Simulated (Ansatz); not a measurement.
Corundum Ga₂O₃ (metastable phase), treated with HSE06+SOC (PAW; Ansatz, an electronic-structure program).

Run with plane-wave cutoff 460 eV, 6×6×6 k mesh, Fermi–Dirac smearing 0.01 eV, PAW data made under PBE.

Cell (measured lattice):

Ga2O3 is taken in the trigonal space group R-3c, hexagonal axes (No. 167), the corundum structure, Pearson symbol hR10. Cell: a = 4.9800 Å, b = 4.9800 Å, c = 13.4300 Å, α = 90.00°, β = 90.00°, γ = 120.00°. Ga on 12c is surrounded by 3 O at 1.924 Å and 3 O at 2.070 Å. O on 18e sees 2 Ga at 1.924 Å and 2 Ga at 2.070 Å. (Neighbours: up to the widest gap in distance over summed covalent radii, below 1.35, at either atom; cation-cation and far metal-metal contacts left out.)
(The calculation used a cell of 10 atoms; values per cell refer to that cell.)

Estimate the band gap and smallest direct gap on the k points sampled that the calculation returns.


* **band gap**: 4.65 eV (on the SCF k mesh) (indirect)
* **smallest direct gap on the k points sampled**: 4.89 eV

Note: cell and atoms aren't relaxed at this level (largest force component 0.07 eV/Å, pressure 0.3 GPa).

Static lattice: no zero-point or thermal effects.

Cost on a shared machine: about 60 core-minutes (a rough figure).
